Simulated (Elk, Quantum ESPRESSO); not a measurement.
# Equation of state of rock-salt MgO (space group 225): energy against volume (Elk, LDA)

```
CELL_PARAMETERS angstrom
      0.00000     2.02313     2.02313
      2.02313     0.00000     2.02313
      2.02313     2.02313     0.00000
ATOMIC_POSITIONS crystal
  Mg 0.00000 0.00000 0.00000
  O  0.50000 0.50000 0.50000
```

Method: LDA (PW92), all-electron FP-LAPW, Elk's shipped species files, APW+lo basis with extra local orbitals run with Elk. Settings: rgkmax = 9.12; swidth = 0.000367493 Ha; ngridk = 14 14 14; gmaxvr = 14 1/bohr; nxlo = 2; lorbcnd = true; rmtscf = 0.89; lmaxi = 3; maxscl = 100; sphere radii = {Mg: 1.958, O: 1.602} bohr. The cell above is the first row's. The rows scale it uniformly. In all rows fractional positions and the k mesh are held. E is the free energy at the stated smearing, counted from the lowest row.

| V (Å^3/atom) | E (meV/atom) |
|---|---|
| 8.2808 | ? |
| 8.4608 | 19.63 |
| 8.6408 | 8.49 |
| 8.8208 | 2.15 |
| 9.0008 | 0.00 |
| 9.1809 | 1.90 |
| 9.3609 | 7.15 |
| 9.5409 | 15.61 |
| 9.7209 | 26.86 |

Q: Fit E against V with the third-order Birch-Murnaghan form, a cubic in V^(-2/3), and predict the withheld value at V = 8.2808.

A: With u = V^(-2/3) - 0.230, the rows have u = 0.010838, 0.007482, 0.004240, 0.001107, -0.001926, -0.004859, -0.007700, -0.010452. Least squares gives E = 0.283 - 430.46·u + 203281·u² + 109009·u³. Residuals (row less fit): -0.004, 0.002, 0.029, -0.056, 0.035, -0.012, 0.010, -0.005; standard error 0.037 (degrees of freedom: 4). Its minimum lies at u = 0.001058, so V0 = (0.231058)^(-3/2) = 9.004. There d²E/du² = 407300 and d³E/du³ = 654100, so B0 = (4/9) × 9.004^(-7/3) × 407300 × 0.160218 = 172 GPa (the last factor turns the table's units into GPa), and B0' = 4 + (2/3) × 0.231058 × (654100)/407300 = 4.2. At the withheld row, u = 0.014316, so E = 0.283 - 430.46 × 0.014316 + 203281 × 0.014316² + 109009 × 0.014316³ = 36.102 meV/atom. The calculation gives 36.02 meV/atom, 0.082 meV/atom below the prediction (0.2 % of the range of E in the table). The row lies outside the fitted rows, so this is an extrapolation. From the scatter of the fitted rows alone, a prediction at this place has a standard error of 0.109 meV/atom, so the miss is 0.8 times that.

Carrying the step between the two nearest rows on in a straight line would have given 30.77, off by 5.25; series whose last step already gives the withheld value aren't shown. The scan was laid around a cell of about the measured size, scaled by a guess for this functional. The runs keep the symmetry of the cell, so they don't test it for distortions. A plane-wave scan with the same functional (Quantum ESPRESSO, GBRV) gives V0 = 9.02 Å^3/atom and B0 = 172 GPa; a Birch-Murnaghan fit to all rows here lies -0.2 % from it in V0 and 0 % in B0; the two differ in basis, and may differ in potentials and mesh. Values depend on the basis (sphere radii, cutoffs, local orbitals), which need not be converged. Sphere radii are the same in all rows. Cutoffs and mesh are single choices, not tested for convergence of this quantity. Series with a scatter that would blur these digits, or in which a gap closes, are not shown. Nor are scans whose minimum lies at an end fitted in this form.
